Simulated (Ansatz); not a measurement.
An Ansatz (an electronic-structure program) input (Ansatz, LDA, PAW, cutoff 420 eV, scalar-relativistic without spin-orbit coupling):

Ansatz 0.2 input:
```yaml
crystal:
  lattice:
    - [0.0254693347, 2.2341521702, 2.2341521702]
    - [2.2341521702, 0.0254693347, 2.2341521702]
    - [2.259621505, 2.259621505, 0]
  atoms:
    - { symbol: Hf, position: [0, 0, 0] }
    - { symbol: N, position: [0.5, 0.5, 0.5] }
basis: { ecutwfc: 420, ecutrho_ratio: 4, xc_grid: 2, fft_grid_basis: typed }
kpoints: { mp_grid: { grid: [22, 22, 22] } }
hamiltonian:
  xc: lda
  dispersion: none
  pseudopotentials: { kind: paw }
scf: { occupations: { method: fermi_dirac, width: 0.1 }, convergence: { dr2_threshold: 0.0000000002 } }
relax: { f_tol: 0.005, max_steps: 50 }
output: { forces: true, stress: true }
checkpoint: { write: state.ck, write_every: 1000 }
```

### Question
Which symmetry and how many k-points will the program report, and about how many plane waves at Γ?

### Answer
Space group Immm (ITA 71) with 8 operations, k-points 1530 of 10648, and 435 plane waves at Γ.

The cells carry an imposed strain or load. Stability against distortions was not tested. All final runs are without spin polarisation. The cell was made from HfN in the rock salt structure (space group Fm-3m, No. 225) by this change: tensor shear ε_xy = +1.14 %.
